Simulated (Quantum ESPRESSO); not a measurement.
Convergence series on Si (Fd-3m, 2 atoms in the cell)

```
CELL_PARAMETERS angstrom
      0.00000     2.78418     2.78418
      2.78418     0.00000     2.78418
      2.78418     2.78418     0.00000
ATOMIC_POSITIONS crystal
  Si 0.25000 0.25000 0.25000
  Si 0.00000 0.00000 0.00000
```

Method: PBE, PseudoDojo standard norm-conserving (PBE) pseudopotentials (plane waves; Quantum ESPRESSO).

The starting cell comes from a database of computed structures (which also holds hypothetical and non-ambient phases and stackings), without a prior relaxation at this level. Its lattice was rescaled by a random factor within 2.5 % of one. In the base run, with a pressure of about -4 GPa the cell is away from its equilibrium volume at this level.

Held fixed: ecutwfc = 40 Ry; occupations = fixed; potentials = {Si: Si.upf}; K_POINTS = automatic 5 5 5 0 0 0; nbnd = 6; mixing_beta = 0.5.

ΔF is the free energy per atom less that of the last row (7.3e-14 Ry).

```json
[
 {"conv_thr": "0.0073 Ry", "ΔF (meV/atom)": "0.34", "pressure (GPa)": "-4.38", "gap on the mesh (eV)": "0.674", "iterations": "3"},
 {"conv_thr": "0.00073 Ry", "ΔF (meV/atom)": "0.34", "pressure (GPa)": "-4.38", "gap on the mesh (eV)": "0.674", "iterations": "3"},
 {"conv_thr": "7.3e-05 Ry", "ΔF (meV/atom)": "0.01", "pressure (GPa)": "-4.09", "gap on the mesh (eV)": "0.696", "iterations": "4"},
 {"conv_thr": "7.3e-06 Ry", "ΔF (meV/atom)": "0.01", "pressure (GPa)": "-4.09", "gap on the mesh (eV)": "0.696", "iterations": "4"},
 {"conv_thr": "7.3e-07 Ry", "ΔF (meV/atom)": "0.00", "pressure (GPa)": "-4.13", "gap on the mesh (eV)": "0.694", "iterations": "5"},
 {"conv_thr": "7.3e-08 Ry", "ΔF (meV/atom)": "0.00", "pressure (GPa)": "-4.13", "gap on the mesh (eV)": "0.694", "iterations": "6"},
 {"conv_thr": "7.3e-10 Ry", "ΔF (meV/atom)": "0.00", "pressure (GPa)": "-4.13", "gap on the mesh (eV)": "0.695", "iterations": "7"},
 {"conv_thr": "1e-10 Ry", "ΔF (meV/atom)": "0.00", "pressure (GPa)": "-4.13", "gap on the mesh (eV)": "0.695", "iterations": "9"},
 {"conv_thr": "7.3e-12 Ry", "ΔF (meV/atom)": "0.00", "pressure (GPa)": "-4.13", "gap on the mesh (eV)": "0.695", "iterations": "9"},
 {"conv_thr": "7.3e-14 Ry", "ΔF (meV/atom)": "0.00", "pressure (GPa)": "-4.13", "gap on the mesh (eV)": "0.695", "iterations": "11"}
]
```

Pressure within 0.1 GPa of the last row: from conv_thr = 7.3e-05 Ry on; the one before it is off by 0.25 GPa. The value it settles on is -4.13 GPa at this level of theory and with the other settings as held.

Gaps are taken between levels on the mesh.
